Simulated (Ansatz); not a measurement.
The parent structure is BaTiO3 in the cubic perovskite structure (space group Pm-3m, No. 221; a = 3.9346 Å). Axes: x, y, z lie along the cube axes.

Structures relaxed with Ansatz (a first-principles code) LDA, no spin-orbit coupling.

Base:

Simulated powder pattern, Co Kα, λ = 1.79026 Å (kinematic, ideal powder, no thermal factors, no anomalous dispersion; the 10 strongest lines at most, above 2 %, up to 2θ = 90°):

| 2θ (°) | I/Imax (%) | hkl |
|---|---|---|
| 26.30 | 19 | (100) |
| 37.54 | 100 | (110) |
| 46.41 | 25 | (111) |
| 54.13 | 33 | (200) |
| 61.16 | 9.6 | (210) |
| 67.73 | 37 | (211) |
| 80.10 | 20 | (220) |
| 86.08 | 5.7 | (300) |

One thing is altered: tensor shear ε_xy = +1.67 % (engineering shear γ = 0.0334); the atoms relax in the strained cell.

After the change:

Simulated powder pattern, Co Kα, λ = 1.79026 Å (kinematic, ideal powder, no thermal factors, no anomalous dispersion; the 10 strongest lines at most, above 2 %, up to 2θ = 90°):

```csv
2θ (°),I/Imax (%),hkl
26.31,29,(001)
36.90,26,(110)
37.54,100,(101)
38.20,24,(1 -1 0)
45.88,19,(111)
46.97,18,(1 -1 1)
54.16,33,(200)
66.90,19,(211)
68.62,18,(2 -1 1)
80.12,20,(202)
```

The indices refer to the base's conventional cell; one index is shown for lines that coincide. The space group is now Cmmm (No. 65).

Stability against distortions was not tested. All final runs are without spin polarisation. Many cubic perovskites are stable only at high temperature; tilts and polar distortions were not tested. This is not the structure that BaTiO3 has at room temperature and ambient pressure.
